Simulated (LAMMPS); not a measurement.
System: a twist boundary about [110] in Si (diamond structure), boundary plane (110), in-plane axes [1-11] of one grain along [-111] of the other.

Method: classical force field (static), pair style edip, file Si.edip (LAMMPS).

Starting crystal:

```
Si
1.0
    5.43050     0.00000     0.00000
    0.00000     5.43050     0.00000
    0.00000     0.00000     5.43050
Si
8
Direct
  0.00000   0.00000   0.50000
  0.25000   0.75000   0.25000
  0.00000   0.50000   0.00000
  0.25000   0.25000   0.75000
  0.50000   0.00000   0.00000
  0.75000   0.75000   0.75000
  0.50000   0.50000   0.50000
  0.75000   0.25000   0.25000
```

Task: What does the simulation give for the disorientation (full cubic symmetry), the boundary energy (lowest found), the excess volume, the largest excess energy of an atom?

Result: disorientation (full cubic symmetry): 60.00 °; boundary energy (lowest found): 0.879 J/m²; excess volume: 0.36 Å; largest excess energy of an atom: 0.26 eV.
